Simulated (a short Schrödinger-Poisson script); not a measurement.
# Symmetric double-gate stack, SiO2 on p-type Si(110)

Structure: symmetric double-gate stack, SiO2 on p-type Si(110), at 300 K.

| layer | material | thickness (nm) | Na (cm⁻³) |
|---|---|---|---|
| 1 | SiO2 | 3.1 | - |
| 2 | Si | 4 | 7e17 |
| 3 | SiO2 | 3.1 | - |

Constants are typed, rounded textbook-type inputs, not results; the design itself was drawn at random and stands for no fabricated device. SiO2: permittivity 3.9, conduction-band edge (eV) 3.15, gap (eV) 9, electron mass (mₑ) 0.5. Si: permittivity 11.7, conduction-band edge (eV) 0, gap (eV) 1.124, Nv at 300 K (cm⁻³) 3.1e19.

Channel valleys (confinement mass, in-plane density-of-states mass, number): Δ4 0.315, 0.324, 4; Δ2 0.19, 0.417, 2. At the gates, both at one voltage, the conduction-band edge of layer 1 lies 3.72 eV − eVg above the Fermi level of the channel. Gaps are held at their typed values at every temperature. Mesh 0.03 nm at interfaces.

From a short Schrödinger-Poisson script (our own, NumPy): 1D Poisson equation in equilibrium, electrons quantum, Hartree (BenDaniel-Duke, 12 states a valley, the channel's in-plane mass for all, wave functions free to enter the dielectric), parabolic valleys, classical holes, full ionisation, no traps, pinning or gate leakage.

| Vg (V) | electrons (cm⁻²) | C (μF/cm²) | Δ4 E0 (meV) | Δ4 E1 (meV) | Δ2 E0 (meV) | Δ2 E1 (meV) |
|---|---|---|---|---|---|---|
| 0.4 | 1.04e9 | 0.00655 | 251.2 | 428.3 | 277.6 | 537.1 |
| 0.6 | 5.00e11 | 1.21 | 91.2 | 267.2 | 117.5 | 375.8 |
| 0.8 | 2.47e12 | 1.76 | 48.8 | 220.5 | 74.6 | 328.3 |
| 1 | 4.74e12 | 1.87 | 30.5 | 197.5 | 55.9 | 304.3 |
| 1.2 | 7.10e12 | 1.91 | 18.6 | 180.8 | 43.5 | 286.7 |
| 1.4 | 9.50e12 | 1.93 | 9.6 | 167.0 | 34.1 | 272.1 |
| 1.6 | 1.19e13 | 1.95 | 2.2 | 155.0 | 26.3 | 259.2 |
| 1.8 | 1.44e13 | 1.96 | -4.1 | 144.1 | 19.6 | 247.4 |
| 2 | 1.68e13 | 1.97 | -9.7 | 134.1 | 13.7 | 236.6 |

Gate voltages with under 1e6 electrons/cm² are left out.

Subbands count from the Fermi level. The capacitance is that of both gates.
